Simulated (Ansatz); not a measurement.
## Effect of Ru interstitial (started 1.49 Å from the nearest host atom) on AlRu

Start from an 8-atom supercell of AlRu in the CsCl type structure (space group Pm-3m, No. 221; a = 2.983 Å) at its relaxed geometry.

The change: a neutral Ru interstitial (started 1.49 Å from the nearest host atom), atoms relaxed at fixed cell, starting from a slightly rattled geometry.

All numbers come from r2SCAN (Ansatz, a first-principles code, PAW, no spin-orbit coupling). Settings: 8×8×8 k-points, 0.05 eV Fermi–Dirac smearing.

The pressure goes from zero to 75.2 GPa and the final site of the added atom is 5 Al at 2.06–3.02 Å and 4 Ru at 2.09–2.63 Å.

Final structure:

```
CELL_PARAMETERS angstrom
      2.98252    -2.98252    -2.98252
     -2.98252     2.98252    -2.98252
      2.98252     2.98252     2.98252
ATOMIC_POSITIONS crystal
  Al 0.52144 0.47469 0.04804
  Al 0.99893 0.91490 0.01846
  Al 0.02154 0.68694 0.58846
  Al 0.46701 0.92256 0.50173
  Ru 0.51188 0.48693 0.55055
  Ru 0.02881 0.03998 0.48445
  Ru 0.96863 0.39874 0.79519
  Ru 0.49111 0.96169 0.05309
  Ru 0.97858 0.36357 0.19016
```

The cell is small, so the values are those of an ordered compound at a high defect concentration; dilute-limit values will differ. The final runs are not spin-polarised. The defect cell is not spin-polarised.
